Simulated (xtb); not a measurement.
xtb 6.7.1, GFN2-xTB: COc1sc(-c2ccc3c(c2)oc2cc(-c4ccc5c(c4)oc4cc(C(C)(C)C)ccc45)ccc23)cc1C, 66 atoms. The geometry is a generated start, not checked to be a minimum at this level.

| Item | Value |
|---|---|
| run flags | --grad |
| method | GFN2-xTB |
| --acc | 1 (default) |
| --etemp (K) | 300 (default) |
| basis functions | 186 |
| valence electrons | 188 |

One run each on 1 thread. Values of broydamp tried: 0.02, 0.05, 0.1, 0.2, 0.4 (default), 0.6, 0.8, 1.

Q: Predict the course of the SCC iterations along this series.

A: Fewest SCC iterations, within one of each other: 0.2 with 13, 0.4 (default) with 12, 0.6 with 13. The count rises to 19 at 0.02. All converge to one solution.

```json
[
 {"broydamp": "0.02", "SCC iterations": "19", "end": "same solution"},
 {"broydamp": "0.05", "SCC iterations": "17", "end": "same solution"},
 {"broydamp": "0.1", "SCC iterations": "15", "end": "same solution"},
 {"broydamp": "0.2", "SCC iterations": "13", "end": "same solution"},
 {"broydamp": "0.4 (default)", "SCC iterations": "12", "end": "same solution"},
 {"broydamp": "0.6", "SCC iterations": "13", "end": "same solution"},
 {"broydamp": "0.8", "SCC iterations": "14", "end": "same solution"},
 {"broydamp": "1", "SCC iterations": "14", "end": "same solution"}
]
```
